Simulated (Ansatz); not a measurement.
**Defect calculation: Al vacancy + N interstitial in fcc Al**

Method: PBE, PAW (plane waves to 420 eV; Ansatz, a first-principles code). Cell and caveats: 108-site cell; 4×4×4 shifted k-points; start: the Al site; off centre in the vacancy; energies good to tenths of an eV; the relaxation kept the symmetry of the starting site; relaxed from one start, so a lower configuration may exist.

Neighbours after relaxation, in Å: of the emptied site: N 2.26; of the N atom: Al 1.94, Al 2.01, Al 2.01, Al 2.01, Al 2.01.

Formation energies E_f are those of the neutral cell. Chemical conditions: impurity bounded by its compound with the host (Δμ(Al) = 0.00 eV, Δμ(N) = -2.74 eV, bounded by wurtzite AlN; only phases computed here count, gases as isolated molecules at 0 K). Reference phases: Al: fcc Al, N: N2 molecule in a box.

```json
[
 {"charge": "0", "moment (μB)": "not spin-polarised", "point group": "C4v", "largest move off a lattice site (Å)": "0.17", "E_f, impurity bounded by its compound with the host (eV)": "2.79"}
]
```

Point groups are those of the whole cell at tolerances of 0.03 and 0.1 Å ("near" where only the looser one holds); none is given for unsettled states.
